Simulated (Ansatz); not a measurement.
The starting structures come from a database of crystals and need not be the phases stable at ambient conditions.

 Where the default PAW files enter, the runs use the earlier of Ansatz's two default sets.

Input:

```xyz
9
Lattice="6.3116 0.0000 0.0000 0.0000 6.3116 0.0000 3.1558 -3.1558 4.4630" Properties=species:S:1:pos:R:3 pbc="T T T"
Cs     3.1558     0.0000     2.2315
Cs     6.3116     3.1558     2.2315
Ge     0.0000     0.0000     0.0000
F      3.1558     3.1558     2.6491
F      6.3116     0.0000     1.8139
F      5.0290     5.0290     0.0000
F      1.2826     1.2826     0.0000
F      1.2826     5.0290     0.0000
F      5.0290     1.2826     0.0000
```

Space group of this cell: Fm-3m. The cell is taken as given; by PBEsol its mean pressure is 0.5 GPa.

Transport runs along the normal of the first two printed cell vectors, the (001) plane of the conventional cell.

No gap correction and no spin-orbit coupling; mid-gap values are interpolated between computed energies.

Q: Compute, with Ansatz (an electronic-structure program) with PBEsol, the band gap and the smallest decay constant κ at mid-gap.

A: Gap 6.40 eV on a 8×8×8 mesh; κ = 0.515 1/Å, at the zone centre.
